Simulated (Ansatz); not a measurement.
## HfO2: uniaxial stress, 2 GPa tension along x

Base system: HfO2 (space group P2_1/c, No. 14).

```xyz
12
Lattice="5.1618 0.0000 0.0000 0.0000 5.2124 0.0000 -0.8982 0.0000 5.2771" Properties=species:S:1:pos:R:3 pbc="T T T"
Hf     1.2362     0.2235     1.0996
Hf     3.4766     2.8297     1.5389
Hf     3.0275     4.9888     4.1775
Hf     0.7871     2.3827     3.7381
O      0.0336     1.7129     1.8389
O      4.6792     4.3191     0.7997
O      4.2301     3.4995     3.4382
O     -0.4155     0.8933     4.4774
O      1.8905     3.9468     2.5153
O      2.8223     1.3407     0.1232
O      2.3732     1.2655     2.7617
O      1.4414     3.8717     5.1538
```

Cartesian axes are those of the cell as printed.

Now apply this change: uniaxial stress, 2 GPa tension along x, with the cell and atoms free to relax against it.

Method: Ansatz (a program for electronic structure), PBE, PAW, cutoff 420 eV, no spin-orbit coupling, earlier PAW set. Γ-centred 5×5×5 mesh, Fermi–Dirac width 0.05 eV.

The volume per atom grows by 0.05 Å³ (11.83 Å³ → 11.88 Å³) and the space group remains P2_1/c (No. 14). The shortest interatomic distance goes up by 0.003 Å to 2.055 Å and the energy increases by 0.6 meV/atom. The band gap falls by 0.01 eV to 4.03 eV and the gap character stays indirect, Γ → Y₂. The smallest direct gap shrinks by 0.02 eV (4.13 eV → 4.11 eV) and the width of the top valence band hardly moves (0.73 eV against 0.75 eV). The valence-band top at Γ (three highest levels, from the VBM) goes from 0.00, -0.21, -0.50 eV to 0.00, -0.26, -0.49 eV and the valley order (the lowest conduction-band minima on the path, energy above the VBM, named in the base's zone) amounts to Y₂ (1/2, 0, 0) 4.03 eV; A (1/2, 0, 1/2) 4.29 eV; Γ 4.53 eV. The strain response (xx, yy, zz) is (+0.84, −0.29, −0.15) % and the secant Young's modulus along x comes out as 240 GPa. The mean lateral Poisson ratio is 0.26.

Final structure:

```xyz
12
Lattice="5.2052 0.0000 -0.0103 0.0000 5.1971 0.0000 -0.9163 0.0000 5.2709" Properties=species:S:1:pos:R:3 pbc="T T T"
Hf     1.2419     0.2223     1.0932
Hf     3.5051     2.8208     1.5319
Hf     3.0470     4.9748     4.1674
Hf     0.7838     2.3763     3.7286
O      0.0219     1.6964     1.8429
O      4.7251     4.2950     0.7822
O      4.2670     3.5006     3.4177
O     -0.4362     0.9021     4.4784
O      1.9086     3.9316     2.5074
O      2.8384     1.3330     0.1177
O      2.3803     1.2655     2.7531
O      1.4505     3.8640     5.1429
```

Spin-orbit coupling, missing from the scalar runs, can matter with Hf. Stability under load was not tested beyond the relaxation.
